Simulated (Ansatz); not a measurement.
Quick settings and what they miss: YMg₇ (Fm-3m, 8 atoms in the cell)

Self-consistent single point.

```
YMg7
1.0
    0.00000     4.61679     4.61679
    4.61679     0.00000     4.61679
    4.61679     4.61679     0.00000
Y Mg
1 7
Direct
  0.00000   0.00000   0.00000
  0.50000   0.50000   0.50000
  0.00000   0.00000   0.50000
  0.50000   0.50000   0.00000
  0.50000   0.00000   0.00000
  0.00000   0.50000   0.50000
  0.00000   0.50000   0.00000
  0.50000   0.00000   0.50000
```

Computed with PBEsol, harder PAW files (source: ansatz) made with PBE (plane waves; Ansatz, a quantum-chemistry and plane-wave program).

Base settings: basis.ecutwfc = 620 eV; kpoints.mp_grid.grid = 8 8 8; hamiltonian.xc = pbesol; hamiltonian.pseudopotentials = {kind: paw, source: ansatz}; scf.occupations.method = cold; scf.occupations.width = 0.136 eV.

Tight run (finer mesh or higher cutoff; not a proven limit): basis.ecutwfc: 620 eV → 870 eV; kpoints.mp_grid.grid: 8 8 8 → 11 11 11; scf.convergence.dr2_threshold: default (1e-07 eV) → 1e-09 eV. It gave Fermi level (on the code's own zero) 5.87 eV; pressure -0.50 GPa.

Quick runs, as changes from the base:
- A: the base itself
- B: basis.ecutwfc: 620 eV → 310 eV; kpoints.mp_grid.grid: 8 8 8 → 2 2 2
- C: basis.ecutwfc: 620 eV → 370 eV; kpoints.mp_grid.grid: 8 8 8 → 6 6 6; scf.occupations.method: cold → methfessel_paxton; scf.occupations.width: 0.136 eV → 0.5 eV
- D: basis.ecutwfc: 620 eV → 370 eV; kpoints.mp_grid.grid: 8 8 8 → 3 3 3; hamiltonian.xc: pbesol → lda [LDA (PW92)]
- E: basis.ecutwfc: 620 eV → 495 eV; kpoints.mp_grid.grid: 8 8 8 → 2 2 2; scf.occupations.method: cold → fermi_dirac; scf.occupations.width: 0.136 eV → 0.2 eV

Energies are extrapolated to zero smearing width, which holds to low order in the width alone.

Dashes: energy of D, another energy zero.

† marks runs with another functional, U, potentials or spin treatment: their distance from the tight run is not a convergence error alone.

The count of work is k-points × plane waves × bands × iterations; it is no time. 

Pressures in the table are Ansatz's without its Pulay estimate, at a fixed set of plane waves; the tight run's value above holds the estimate.

The starting cell comes from a database of computed structures (which also holds hypothetical and non-ambient phases and stackings), without a prior relaxation at this level. Its lattice was rescaled by a random factor within 2.5 % of one.

```csv
run,energy less tight (meV/atom),pressure less tight (GPa),count of work / tight
A,1.4,0.00,0.25
B,3560.2,-136.13,0.010
C,701.8,-32.07,0.065
D†,–,-34.88,0.016
E,-97.9,-1.52,0.019
```

Among the runs at the tight run's level, the energy misses run from 1.4 to 3560.2 meV/atom.

Left out of this page: 1 run of the series with a known weakness of the program.

Keys are those of Ansatz 0.2.
